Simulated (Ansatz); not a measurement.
**A computed series for hypothetical cubic perovskite TlSnCl3: response to strain**

The reference is TlSnCl₃ in the cubic perovskite structure (space group Pm-3m, No. 221; a = 5.508 Å; a hypothetical phase, not in the database extracts checked). Axes: x, y, z lie along the cube axes.

Strains are applied to the cell and any free atomic positions relax; under biaxial strain the out-of-plane vector relaxes too; under stress the whole cell relaxes.

Level of theory: r2SCAN (Ansatz, a program for electronic structure; PAW; 500 eV plane waves; scalar-relativistic without spin-orbit coupling).

Notes on the quantities. energy relative to the base: free energy F.

| case | band gap | energy relative to the base | pressure |
|---|---|---|---|
| base | 0.69 eV | 0 meV/atom | 0.00 GPa |
| biaxial strain −2.38 %, plane normal [111], relaxed out of plane | … | … | … |
| isotropic strain −2.66 % | zero | +19 meV/atom | 2.5 GPa |
| isotropic strain −2.65 % | zero | +19 meV/atom | 2.5 GPa |
| uniaxial strain ε_xx = +0.52 % | 0.73 eV | +0.2 meV/atom | -0.13 GPa |
| uniaxial strain ε_yy = −2.73 % | 0.39 eV | +5.2 meV/atom | 0.82 GPa |
| uniaxial strain ε_zz = −5.20 % | 0.09 eV | +21 meV/atom | 1.75 GPa |
| uniaxial stress, 3 GPa compression along z | 0.31 eV | +12 meV/atom | – |

Problem. Some entries are withheld; estimate them.

Solution. 
- biaxial strain −2.38 %, plane normal [111], relaxed out of plane, band gap: 0.63 eV
- biaxial strain −2.38 %, plane normal [111], relaxed out of plane, energy relative to the base: +2.0 meV/atom
- biaxial strain −2.38 %, plane normal [111], relaxed out of plane, pressure: 0.26 GPa

A case with no gap was solved on a k-mesh chosen for an insulator, which is coarse for it. With Tl present, leaving out spin-orbit coupling can change the band edges. Beyond what the load breaks, stability against distortions was not tested. All final runs are without spin polarisation. Many cubic perovskites are stable only at high temperature; tilts and polar distortions were not tested. A zero or small gap of TlSnCl3 under isotropic strain −2.66 %, TlSnCl3 under isotropic strain −2.65 % and TlSnCl3 under uniaxial strain ε_zz = −5.20 % can be the functional's error rather than a property of the material.
